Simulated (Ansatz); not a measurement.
Abridged Ansatz (a first-principles code) output:

```
Pseudopotential: Al, paw, valence charge 3
Pseudopotential: Nb, paw, valence charge 13
Crystal: 4 atoms, lattice volume = 62.634 Å³
Basis set: ecut = 420 eV, 1219 PW (Γ), exchange–correlation on 72×72×72 points (8 copies of the dense FFT grid, shifted against one another)
Bands: 15, of which v1, the nominal top of the filled ones, is band 11 counted from 1 (10 counted from 0)
Symmetry: 16 space group operations
k-points: 405 of 4913
Functional: x = pbesol(κ = 0.804, μ = 0.12345679012345678), c = pbesol(β = 0.046)
SCF iter   1: F=—  HF=-6070.799426 eV  |F-HF|=—  |Δ(HF+E_count)|=         —  Δρ=3.08e-3  dr2=1.29e-2  ethr=1.77e-3  ⟨swp⟩=5.9  Hψ=36958  notcnv=0
SCF iter   2: F=—  HF=-6070.797323 eV  |F-HF|=—  |Δ(HF+E_count)|=   2.10e-3  Δρ=1.56e-3  dr2=2.33e-3  ethr=5.88e-5  ⟨swp⟩=1.0  Hψ=9320  notcnv=0
SCF 1 converged in 7 iterations: F = -6070.796692 eV  dr2 = 7.00e-11
SCF converged after 7 iterations
Free energy (F): -6070.796692 eV
Internal energy: -6070.791823 eV  (E = F + TS)
E sigma→0 (E₀):  -6070.794258 eV
Entropy (-TS):   -0.004869 eV (-1.217 meV/atom)
Fermi energy:    11.379640 eV
--- Forces (eV/Å), atoms counted from 1 ---
  atom   1  Al     0.00000000    -0.00000000     0.00000000
  atom   2  Al     0.00000000     0.00000000     0.00000000
  atom   3  Al    -0.00000000     0.00000000    -0.00000000
  atom   4  Nb    -0.00000000    -0.00000000     0.00000000
--- Stress (GPa, compression-positive) ---
        0.006352       0.000000       0.000000
        0.000000       0.006352       0.000000
        0.000000       0.000000      -0.002408
  P = ⅓ Tr σ = 0.0034 GPa (0.034 kbar)
```

Task: What was computed, and what are the main results?

Result: NbAl3, 4 atoms in the cell, with Ansatz PBEsol, no SOC. The last SCF converged to F = -6070.796692 eV, or -1517.6992 eV per atom, at a pressure of 0.00 GPa. The total energy compares only with runs of the same code, potentials and settings.

No phonon test of stability was made. All final runs are without spin polarisation. The cell is NbAl₃ (space group I4/mmm, No. 139; a cell from a computed database, its experimental status unchecked).
